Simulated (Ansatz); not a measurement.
InP (F-43m) under uniaxial stress along [001] (compression positive): band gap by r2SCAN with spin-orbit coupling, rigid bands (plane waves, PAW; Ansatz, an electronic-structure program). The unloaded cell, whose axes the loads refer to:

```
CELL_PARAMETERS angstrom
      0.00000     2.93899     2.93899
      2.93899     0.00000     2.93899
      2.93899     2.93899     0.00000
ATOMIC_POSITIONS crystal
  In 0.00000 0.00000 0.00000
  P  0.25000 0.25000 0.25000
```

```csv
uniaxial stress along [001] (compression positive) (GPa),volume per atom (Å³),band gap (eV)
-5,25.99,0.72
-3,25.75,?
-1,25.51,1.02
0,25.39,1.09
```

Problem. Fit a straight line to band gap against the load over the rows given, and predict the row at -3 GPa.

Solution. The means are x̄ = -2.000 GPa and ȳ = 0.9433; Σ(x − x̄)(y − ȳ) = 1.040 and Σ(x − x̄)² = 14.00, so the slope is 74.3 meV per GPa, and the rows given lie within 2.4 meV of the line. At -3 GPa the line gives 0.87 eV; the calculation gives 0.88 eV, 1.2 % from it.

 Stresses and pressures are the targets of the relaxation. Gaps are resolved to about 0.01 eV. The structure type is held at every load. Geometry: cell and atoms relaxed with PBEsol.
